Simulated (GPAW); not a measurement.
GPAW 25.7.0, DFT, PBE, plane waves, PAW datasets of gpaw-data 1.0.1: diamond-structure Ge, atoms displaced (Ge8), 8 atoms. Basis and mesh were picked for this test and aren't claimed converged.

```python
from ase import Atoms
from ase.parallel import parprint
from gpaw import GPAW

atoms = Atoms(
    'Ge8',
    cell=
    [[0.0000000, 5.6580000, 5.6580000],
     [5.6580000, 0.0000000, 5.6580000],
     [2.8290000, 2.8290000, 0.0000000]],
    scaled_positions=
    [[0.9990480, 0.9980510, 0.9993370],
     [0.1308450, 0.1182740, 0.2528850],
     [0.9897900, 0.4985780, 0.0053180],
     [0.1291880, 0.6217300, 0.2757300],
     [0.4995640, 0.0028370, 0.9891040],
     [0.6216280, 0.1303350, 0.2479330],
     [0.5094980, 0.4916410, 0.9876330],
     [0.6232570, 0.6216630, 0.2468070]],
    pbc=True)
atoms.calc = GPAW(
    mode={'name': 'pw', 'ecut': 350},
    xc='PBE',
    kpts={'size': [6, 6, 6], 'gamma': True},
    occupations={'name': 'fermi-dirac', 'width': 0.02},
    convergence={'density': 1e-07},
    maxiter=150,
    parallel={'kpt': 32, 'band': 1, 'domain': 1, 'sl_auto': False, 'augment_grids': True},
    txt='-')
parprint('free energy', atoms.get_potential_energy(force_consistent=True))
parprint('forces', atoms.get_forces().tolist())
```

```bash
OMP_NUM_THREADS=1 mpirun -np 32 gpaw python run.py
```

The program reports k-points after symmetry: 112, bands: 24, electrons: 32, plane waves: 2712, coarse grid: 35*35*18, symmetry operations: 1.

It runs on a single node (AMD EPYC (Zen 5), 96 cores on 1 socket, no SMT, 12 L3 cache groups).

On 32 ranks this takes 11 s. Wall times, medians of two to five repeats, each run alone on the node (launch to exit). Processes are pinned to neighbouring cores unless said otherwise. Build: conda-forge: Open MPI, OpenMP, OpenBLAS, FFTW, ScaLAPACK, ELPA. Other compilers and libraries give other times. Scratch files lie in a memory file system.

**Question.** What should be changed to get the same answer (within 1.0 meV/atom in energy, 10 meV/Å in forces (largest component)) sooner? Keep to 32 cores.

**Answer.** Several could match; the one computed here: going from convergence.density = 1e-07 to convergence.density = 0.001, the fastest of the measured ones that keep the result.

```diff
-    convergence={'density': 1e-07},
+    convergence={'density': 0.001},
```

Time: 11 s to 4.8 s (2.4× as fast). The largest move is in the band solver (Davidson, Orthonormalize): 4.9 s to 1.4 s. SCF iterations go from 43 to 12. These two results differ by: energy under 0.001 meV/atom, forces (largest component) 5.8 meV/Å. Others tried: convergence.density = 0.0001 (5.9 s); convergence.density = 1e-05 (7.1 s); convergence.density = 1e-05, convergence.eigenstates = 1e-06 (7.1 s); convergence.density = 1e-05, convergence.eigenstates = 1e-10 (7.1 s); convergence.density = 1e-05, convergence.energy = 1e-06 (7.1 s); convergence.density = 0.001, convergence.forces = 0.001 (7.7 s); convergence.density = 1e-06 (8.6 s). Launch, exit and the like take 1.2 s of the 4.8 s.
